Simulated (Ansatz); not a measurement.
The parent structure is MgAl₂C₂ (space group P-3m1, No. 164; a = 3.3754 Å, c = 5.7737 Å; a cell from a computed database, its experimental status unchecked).

Calculations: PBEsol in Ansatz (plane waves to 420 eV, PAW, no spin-orbit coupling).

Base values:

- Volume per atom = 11.39 Å³
- c/a ratio = 1.711

Now apply this change: cell and atoms relaxed at a pressure of 50 GPa.

Estimate the effect on the volume per atom.

The volume per atom decreases by 2.38 Å³, from 11.39 Å³ to 9.01 Å³.

What happens to the c/a ratio?

The c/a ratio falls by 0.084 to 1.627.

Load acts through the strain it causes; cell and atoms are relaxed under it. No phonon test of stability was made. Competing high-pressure phases were not computed.

Ansatz is a quantum-chemistry and plane-wave program.
